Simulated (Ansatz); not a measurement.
# HfSi (model structure, started from the NbAs type, I4₁md, No. 109, 4 atoms in the cell)

The numbers are results of PBEsol in Ansatz (PAW), not measurements.

Run with plane-wave cutoff 520 eV, 22×22×22 k mesh, Fermi–Dirac smearing 0.05 eV, scalar-relativistic PAW data made under PBE.

Cell (relaxed at this level):

HfSi is taken in the tetragonal space group I4₁md (No. 109), Pearson symbol tI8. Cell: a = 3.349 Å, b = 3.349 Å, c = 13.641 Å, α = 90.00°, β = 90.00°, γ = 90.00°. Hf on 4a has 6 Si at 2.645–2.732 Å. Si on 4a has 6 Hf at 2.645–2.732 Å. (Neighbours: up to the widest gap in distance over summed covalent radii, below 1.35, at either atom; cation-cation and far metal-metal contacts left out.)
(The calculation used a cell of 4 atoms; values per cell refer to that cell.)

```yaml
band_gap: zero (no gap)
bulk modulus B0: 116 GPa
```

Note: the bulk modulus is −V dP/dV from two relaxed cells at ±2 % in volume; the relaxation could raise the start's symmetry but not lower it, so the cell can be a saddle point.

Spin–orbit coupling is not included; it can open a gap where bands touch, and shift volumes and moduli.

The computed numbers hold no vibrational or temperature effects.

Cost on a shared machine: roughly 29 core-minutes.

A model structure was made by putting elements into a prototype or built by hand; it is no filed structure, need not be a known phase, and can be a saddle point held by its symmetry.

Ansatz is an electronic-structure program.
